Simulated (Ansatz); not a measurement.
A. ZnS in the zinc blende structure
B. CaO in the rock salt structure
C. NaCl in the rock salt structure
D. GaAs (zinc blende, F-43m)

### Question
Rank these crystals by direction-averaged lattice thermal conductivity at 300 K, highest first (the phonon Boltzmann equation with three-phonon and isotope scattering, PBEsol density-functional theory in Ansatz (plane waves, PAW)).

### Answer
A (54 W/(m K)), D (41 W/(m K)), B (26 W/(m K)), C (8.6 W/(m K))

 Spin-orbit coupling is not included.

Supercell, cutoff and meshes were set by a common rule and not converged for this crystal in particular.

Ansatz is a first-principles code.
